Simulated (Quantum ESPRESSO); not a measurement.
# Equation of state of zinc-blende ZnSe (space group 216): energy against volume (Quantum ESPRESSO, LDA)

```
CELL_PARAMETERS angstrom
      0.00000     2.72474     2.72474
      2.72474     0.00000     2.72474
      2.72474     2.72474     0.00000
ATOMIC_POSITIONS crystal
  Zn 0.00000 0.00000 0.00000
  Se 0.75000 0.75000 0.75000
```

Level of theory: LDA (PZ), GBRV 1.5 ultrasoft (LDA) pseudopotentials (plane waves; Quantum ESPRESSO). Settings: ecutwfc = 65 Ry; ecutrho = 325 Ry; occupations = smearing; smearing = fd; degauss = 0.000734986 Ry; potentials = {Zn: zn_lda_v1.uspp.F.UPF, Se: se_lda_v1.uspp.F.UPF}; K_POINTS = automatic 10 10 10 0 0 0; conv_thr = 1e-10 Ry. The cell above is the first row's. The rows scale it uniformly. In all rows fractional positions and the k mesh are held. E is the free energy at the stated smearing, counted from the lowest row.

```
V (Å^3/atom)  E (meV/atom)
------------  ------------
20.229               22.79
20.669               10.28
21.109                2.87
21.548                0.00
21.988                1.26
22.428                6.15
22.868               14.28
23.307               25.34
23.747                   ?
```

Using the third-order Birch-Murnaghan form, a cubic in V^(-2/3), estimate the missing E at V = 23.747 from the other rows, showing the fit.

With u = V^(-2/3) - 0.128, the rows have u = 0.006695, 0.004776, 0.002925, 0.001140, -0.000588, -0.002260, -0.003878, -0.005442. Least squares gives E = 0.397 - 1073.38·u + 651705·u² + 1239535·u³. Residuals (row less fit): -0.004, 0.009, 0.006, -0.022, 0.007, 0.013, -0.008, 0.001; standard error 0.015 (degrees of freedom: 4). Its minimum lies at u = 0.000822, so V0 = (0.128822)^(-3/2) = 21.63. There d²E/du² = 1310000 and d³E/du³ = 7437000, so B0 = (4/9) × 21.63^(-7/3) × 1310000 × 0.160218 = 71.5 GPa (the last factor turns the table's units into GPa), and B0' = 4 + (2/3) × 0.128822 × (7437000)/1310000 = 4.5. The program's pressures in the fitted runs (not shown) pass through zero at V = 21.59, 0.15 % from this V0. At the withheld row, u = -0.006960, so E = 0.397 - 1073.38 × (-0.006960) + 651705 × (-0.006960)² + 1239535 × (-0.006960)³ = 39.019 meV/atom. The calculation gives 38.98 meV/atom, 0.039 meV/atom below the prediction (0.1 % of the range of E in the table). The row lies outside the fitted rows, so this is an extrapolation. From the scatter of the fitted rows alone, a prediction at this place has a standard error of 0.036 meV/atom, so the miss is 1.1 times that.

Carrying the step between the two nearest rows on in a straight line would have given 36.43, off by 2.55; series whose last step already gives the withheld value aren't shown. The scan was laid around a cell of about the measured size, scaled by a guess for this functional. The runs keep the symmetry of the cell, so they don't test it for distortions. Cutoffs and mesh are single choices, not tested for convergence of this quantity. Series with a scatter that would blur these digits, or in which a gap closes, are not shown. Nor are scans whose minimum lies at an end fitted in this form.
